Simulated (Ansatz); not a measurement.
**What Mg → Zr does to Mg2Ge**

The reference is Mg2Ge in the anti-fluorite structure (space group Fm-3m, No. 225; a = 6.364 Å).

The change: full substitution Mg → Zr, then cell and atoms are relaxed.

All numbers come from PBEsol, PAW, 420 eV (Ansatz, an electronic-structure program; scalar-relativistic without spin-orbit coupling). Γ-centred 13×13×13 mesh, Fermi–Dirac width 0.05 eV.

| quantity | base | changed | shift |
|---|---|---|---|
| density | 3.12 g/cm³ | 6.56 g/cm³ | +3.432 g/cm³ |
| lattice parameter a | 636.4 pm | 637.0 pm | +0.52 pm |
| shortest interatomic distance | 275.6 pm | 275.8 pm | +0.2 pm |
| band gap | 0.08 eV | zero | – |

No phonon test of stability was made. As relaxed here, Zr2Ge is a hypothetical phase, not in the database extracts checked. All final runs are without spin polarisation. The zero or small gap of Mg2Ge can change with the level of theory.
